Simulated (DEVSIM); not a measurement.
## abrupt Si p-n junction

Device: abrupt Si p-n junction, at 250 K.

| layer (left to right) | material | thickness (μm) | Nd (cm⁻³) | Na (cm⁻³) | τn (s) | τp (s) |
|---|---|---|---|---|---|---|
| 1 | Si | 51.0 | - | 1.5e18 | 2.6e-7 | 2.6e-7 |
| 2 | Si | 1.30 | 6.2e16 | - | 2.6e-7 | 2.6e-7 |

Left contact: ohmic. Right contact: ohmic. Voltage is applied to the left contact. Recombination: SRH at mid-gap. Mobility is constant in doping.

This is a model device: material constants are rounded textbook-type values typed into the input, and sizes, dopings and lifetimes were drawn at random. Values at 300 K; Nc and Nv go as T^1.5, mobilities as T to minus their exponent, the gap by Varshni's rule with the affinity fixed.

| parameter | Si |
|---|---|
| gap (eV) | 1.124 |
| affinity (eV) | 4.05 |
| permittivity | 11.7 |
| Nc (cm⁻³) | 2.86e19 |
| Nv (cm⁻³) | 3.1e19 |
| μn (cm²/Vs) | 1417 |
| μp (cm²/Vs) | 470 |
| T exponent of μn | 2.3 |
| T exponent of μp | 2.2 |
| Varshni α (eV/K) | 0.000473 |
| Varshni β (K) | 636 |

Simulated with DEVSIM: 1D drift-diffusion, Boltzmann statistics, complete ionisation; no tunnelling, impact ionisation, image-force lowering or self-heating.

- Potential step across the device at zero bias = 0.951 V
- Largest field in the device at zero bias = 130000 V/cm
- Dark forward voltage at 1 A/cm² = 0.729 V
- Dark forward voltage at 100 A/cm² = 0.834 V

Dark forward current:

| V (V) | J (A/cm²) |
|---|---|
| 0.05 | 4.7e-11 |
| 0.10 | 1.9e-10 |
| 0.15 | 6.6e-10 |
| 0.20 | 2.2e-9 |
| 0.25 | 7.6e-9 |
| 0.30 | 2.7e-8 |
| 0.35 | 1.1e-7 |
| 0.40 | 5.2e-7 |
| 0.45 | 3.4e-6 |
| 0.50 | 2.8e-5 |
| 0.55 | 0.00027 |
| 0.60 | 0.0026 |
| 0.65 | 0.026 |
| 0.70 | 0.26 |
| 0.75 | 2.7 |
| 0.80 | 26 |
| 0.85 | 190 |
| 0.90 | 750 |
| 0.95 | 1700 |
| 1.00 | 2900 |
